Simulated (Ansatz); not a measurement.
Enthalpy of formation (eV/atom) of solids drawn from the class of intermetallic compounds, at two levels: PBEsol in Ansatz (PAW), and r²SCAN in Ansatz (plane waves, PAW).

```csv
solid,PBEsol,r²SCAN,shift (eV/atom)
L1₂ (Cu3Au-type) Pt₃Ti,-0.881,-0.918,-0.037
L1₂ (Cu3Au-type) Al₃Sc,-0.473,-0.491,-0.018
fluorite PtAl₂,-0.865,-0.965,-0.100
L1₀ (CuAu-type) TiAl,-0.411,-0.453,-0.042
CsCl-type PdIn,-0.530,-0.571,-0.041
L1₀ (CuAu-type) FePt,-0.200,-0.340,-0.140
L1₀ (CuAu-type) CuAu,-0.055,-0.054,+0.001
CsCl-type RuAl,-0.628,-0.714,-0.086
fluorite AuAl₂,-0.450,-0.483,-0.033
CsCl-type CuZn,-0.103,-0.108,-0.005
```

The shifts run from -0.140 eV/atom to +0.001 eV/atom, with a median of -0.039 eV/atom.

Of 10 rows, r²SCAN is the larger in 1 and the smaller in 9.

Density-functional runs with spin start from parallel moments for L1₀ (CuAu-type) FePt.

Spin–orbit coupling is left out, also for the solids with elements from indium on (L1₂ (Cu3Au-type) Pt3Ti, fluorite PtAl2, CsCl-type PdIn, L1₀ (CuAu-type) FePt, L1₀ (CuAu-type) CuAu, fluorite AuAl2); its size isn't shown.

Formation is from the elements' reference phases, gases as molecules.

The solid named is at each level's own relaxed cell; a reference phase can be a single point on another level's cell. Ansatz's density-functional and Hartree–Fock values are scalar-relativistic unless marked +SOC, with PAW data made under PBE.

Ansatz is an electronic-structure program.
